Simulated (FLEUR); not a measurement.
A self-consistent single point of Lu₃TlC (Pm-3m, 5 atoms in the cell) with FLEUR.

Method: FLEUR with PBEsol, all-electron FLAPW (FLEUR), scalar-relativistic valence.

The change in words: lattice scaled by 0.98. Reference geometry:
```
Lu3TlC
1.0
    4.74607     0.00000     0.00000
    0.00000     4.74607     0.00000
    0.00000     0.00000     4.74607
Lu Tl C
3 1 1
Direct
  0.50000   0.00000   0.50000
  0.00000   0.50000   0.50000
  0.50000   0.50000   0.00000
  0.00000   0.00000   0.00000
  0.50000   0.50000   0.50000
```

Reference input (self-consistent single point, DFT, PBEsol, all-electron FLAPW (FLEUR), scalar-relativistic valence): Kmax = 4 1/bohr; GmaxXC = 16 1/bohr; xcFunctional = PBEs; jspins = 1; l_soc = F; mode = gauss; fermiSmearingEnergy = 0.00499791 Htr; mesh (inpgen div1-3) = 5 5 5; inpgen gamma flag = false; Gmax = 16 1/bohr; numbands = 0; maxIterBroyd = 40. This run's input differs from it in these lines:

```diff
@@ -3,5 +3,5 @@
 &input film=f /
-8.9687724683 0.0000000000 0.0000000000
-0.0000000000 8.9687724683 0.0000000000
-0.0000000000 0.0000000000 8.9687724683
+8.7893977748 0.0000000000 0.0000000000
+0.0000000000 8.7893977748 0.0000000000
+0.0000000000 0.0000000000 8.7893977748
 1.0
@@ -47,5 +47,5 @@
          <bravaisMatrix>
-            <row-1>    8.9687724682999992     0.0000000000000000     0.0000000000000000</row-1>
-            <row-2>    0.0000000000000000     8.9687724682999992     0.0000000000000000</row-2>
-            <row-3>    0.0000000000000000     0.0000000000000000     8.9687724682999992</row-3>
+            <row-1>    8.7893977747999994     0.0000000000000000     0.0000000000000000</row-1>
+            <row-2>    0.0000000000000000     8.7893977747999994     0.0000000000000000</row-2>
+            <row-3>    0.0000000000000000     0.0000000000000000     8.7893977747999994</row-3>
          </bravaisMatrix>
```

Output (repeated stretches shortened):

```
 Iteration:     1   Distance:      18.52672380 me/bohr^3
 Iteration:     2   Distance:      15.44577396 me/bohr^3
 Iteration:     3   Distance:       6.24452743 me/bohr^3
 Iteration:     4   Distance:       5.44596067 me/bohr^3
 Iteration:     5   Distance:       3.07001427 me/bohr^3
   [... 9 lines left out ...]
 Iteration:    15   Distance:       0.00030251 me/bohr^3
 Iteration:    16   Distance:       0.00009969 me/bohr^3
 Iteration:    17   Distance:       0.00006784 me/bohr^3
 Iteration:    18   Distance:       0.00000653 me/bohr^3
 Run finished successfully
 Stop message:
   Structural relaxation: Done

[file out, last iteration]
             iter=     19
[...]
          total density-effective poten   -1.1153670357E+05
          total charge density-energy d   -1.2752819055E+03
 Updated energy parameters for spin:           1
[...]
 fermi energy and band-weighting factors:
   [... 6 lines left out ...]

[...]
FERMIE:
          first approx. to ef    (T=0)  :   0.359390 htr   (energy of the highest occ. eigenvalue)
          number of occ. states  (T=0)  :        460
          first approx. to seigv (T=0)  :  -8.924189 htr
          sum of weights of occ. states :  46.040000
          sum of semicore charge        :   0.000000 e
          fermi energy=   0.35977 har   work function=  -9.78984 ev
          number of valence electrons=  92.00000
   [... lines left out ...]
          total moment                 =     0.00000
 Direct bandgap for spin            1 :    9.1270202070562467E-003  Htr
 ---->    free energy=                    -64051.5460633449 htr
   [... lines left out ...]
 TOTAL FORCE FOR ATOM TYPE=  1  X=  4.395   Y=  0.000   Z=  4.395
                       FX_TOT= 0.000000 FY_TOT= 0.000000 FZ_TOT= 0.000000
 TOTAL FORCE FOR ATOM TYPE=  2  X=  0.000   Y=  0.000   Z=  0.000
                       FX_TOT= 0.000000 FY_TOT= 0.000000 FZ_TOT= 0.000000
 TOTAL FORCE FOR ATOM TYPE=  3  X=  4.395   Y=  4.395   Z=  4.395
                       FX_TOT= 0.000000 FY_TOT= 0.000000 FZ_TOT= 0.000000
 Structural relaxation: Done
```

The run converged in 18 iterations. FLEUR gives forces in its relaxation mode, with a further iteration, so its stop message speaks of a relaxation. Against the reference run the total energy goes up by 8.9 meV/atom.

The starting cell comes from a database of computed structures (which also holds hypothetical and non-ambient phases and stackings), without a prior relaxation at this level. For this run, on top of that: lattice scaled by 0.98. Spin-orbit coupling is off. Values depend on the basis (sphere radii, cutoffs, local orbitals), which need not be converged. The log's line on a gap gives a spacing of levels on this mesh, which the program prints for metals too.

Cost on one core of a shared machine: roughly 2 min.
